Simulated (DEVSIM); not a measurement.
Device: abrupt Ge p-n junction, at 300 K.

| layer (left to right) | material | thickness (μm) | Nd (cm⁻³) | Na (cm⁻³) | τn (s) | τp (s) |
|---|---|---|---|---|---|---|
| 1 | Ge | 1.30 | - | 2.1e16 | 3.9e-5 | 3.9e-5 |
| 2 | Ge | 130 | 4e14 | - | 3.9e-5 | 3.9e-5 |

Left contact: ohmic. Right contact: ohmic. Voltage is applied to the left contact. Recombination: SRH at mid-gap, radiative, Auger. Mobility is μmin + (μ − μmin)/(1 + (N/Nref)^α).

The device is made up for the run: typed textbook-type constants, with dimensions and the other settings drawn at random. Values at 300 K.

```tsv
parameter	Ge
gap (eV)	0.664
affinity (eV)	4
permittivity	16
Nc (cm⁻³)	1.04e19
Nv (cm⁻³)	6e18
μn (cm²/Vs)	3900
μp (cm²/Vs)	1900
μn,min	150
μp,min	100
Nref,n	2.6e17
Nref,p	4e17
αn	0.56
αp	0.6
B (cm³/s)	6.4e-14
Cn (cm⁶/s)	1e-31
Cp (cm⁶/s)	1e-31
```

Simulated with DEVSIM: 1D drift-diffusion, Boltzmann statistics, complete ionisation; no tunnelling, impact ionisation, image-force lowering or self-heating.

Problem. Give the dark forward current.

Solution. 
(V (V), J (A/cm²)): (0.05, 0.016); (0.15, 0.49); (0.20, 1.4); (0.30, 5.7); (0.40, 13); (0.45, 19); (0.55, 32); (0.65, 50); (0.75, 71); (0.80, 83); (0.90, 110); (1.00, 140); (1.05, 160); (1.15, 200)
